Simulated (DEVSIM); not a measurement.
Device: Ti/Al2O3/p-Ge capacitor, at 250 K.

```csv
layer (left to right),material,thickness (nm),Na (cm⁻³)
1,Al2O3,8.50,-
2,Ge,2800,4.6e16
```

Metal gate on the left, work function 4.33 eV. Fixed charge at the semiconductor interface -6.8e11 cm⁻² (in units of +e); no interface traps.

The device is made up for the run: typed textbook-type constants, with dimensions and the other settings drawn at random. Values at 300 K; Nc and Nv go as T^1.5, mobilities as T to minus their exponent, the gap by Varshni's rule with the affinity fixed.

```csv
parameter,Al2O3,Ge
gap (eV),6.8,0.664
affinity (eV),1.35,4
permittivity,9,16
Nc (cm⁻³),-,1.04e19
Nv (cm⁻³),-,6e18
Varshni α (eV/K),-,0.000477
Varshni β (K),-,235
```

DEVSIM, 1D Poisson equation in equilibrium, Boltzmann statistics, complete ionisation; no quantum confinement or tunnelling. Metal contacts follow the ideal Schottky-Mott rule: no Fermi-level pinning, no interface dipoles.

### Question
Tabulate band edges, carrier densities and field at 0.25 V on the gate.

### Answer
Energies count from the Fermi level of the right contact; mesh points crowd at the junctions.

| x (μm) | Ec (eV) | Ev (eV) | n (cm⁻³) | p (cm⁻³) | field (V/cm) |
|---|---|---|---|---|---|
| 0.000 | 2.730 | -4.070 | < 1e2 | < 1e2 | 230000 |
| 0.001220 | 2.759 | -4.042 | < 1e2 | < 1e2 | 230000 |
| 0.003360 | 2.808 | -3.992 | < 1e2 | < 1e2 | 230000 |
| 0.006149 | 2.873 | -3.926 | < 1e2 | < 1e2 | 230000 |
| 0.008211 | 2.922 | -3.878 | < 1e2 | < 1e2 | 230000 |
| 0.009335 | 0.283 | -0.400 | 1.6e13 | 3.9e10 | 54000 |
| 0.01169 | 0.295 | -0.387 | 8.8e12 | 7.0e10 | 53000 |
| 0.01936 | 0.334 | -0.349 | 1.5e12 | 4.3e11 | 49000 |
| 0.03354 | 0.398 | -0.285 | 7.5e10 | 8.3e12 | 41000 |
| 0.06443 | 0.501 | -0.182 | 6.3e8 | 9.9e14 | 25000 |
| 0.1318 | 0.578 | -0.104 | 1.7e7 | 3.6e16 | 2600 |
| 0.3511 | 0.584 | -0.099 | 1.4e7 | 4.6e16 | ≈ 0 |
| 0.7565 | 0.584 | -0.099 | 1.4e7 | 4.6e16 | ≈ 0 |
| 1.586 | 0.584 | -0.099 | 1.4e7 | 4.6e16 | ≈ 0 |
| 2.381 | 0.584 | -0.099 | 1.4e7 | 4.6e16 | ≈ 0 |
| 2.613 | 0.584 | -0.099 | 1.4e7 | 4.6e16 | ≈ 0 |
| 2.716 | 0.584 | -0.099 | 1.4e7 | 4.6e16 | ≈ 0 |
| 2.767 | 0.584 | -0.099 | 1.4e7 | 4.6e16 | ≈ 0 |
| 2.795 | 0.584 | -0.099 | 1.4e7 | 4.6e16 | ≈ 0 |
| 2.803 | 0.584 | -0.099 | 1.4e7 | 4.6e16 | ≈ 0 |
| 2.807 | 0.584 | -0.099 | 1.4e7 | 4.6e16 | ≈ 0 |
| 2.808 | 0.584 | -0.099 | 1.4e7 | 4.6e16 | ≈ 0 |
